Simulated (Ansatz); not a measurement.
For fcc (Cu type) Pt at 900 K, quasi-harmonic lattice dynamics with Ansatz (a first-principles code), PBEsol functional, plane-wave PAW gives a volume expansion coefficient α_V = 36.89 × 10⁻⁶ K⁻¹, an isothermal bulk modulus B_T = 233.8 GPa, a molar volume V_m = 9.311 cm³/mol and C_V = 27.92 J/(mol K). Spin-orbit coupling is not included.

Question: Work out the Grüneisen parameter, C_P and the adiabatic bulk modulus.

Answer: γ = α_V B_T V_m / C_V = 2.88. C_P − C_V = α_V² B_T V_m T = 2.67 J/(mol K), so C_P = 30.58 J/(mol K). B_S = B_T C_P/C_V = B_T (1 + α_V γ T) = 256.2 GPa.

The PAW data sets were generated under PBE and serve the other functionals too.
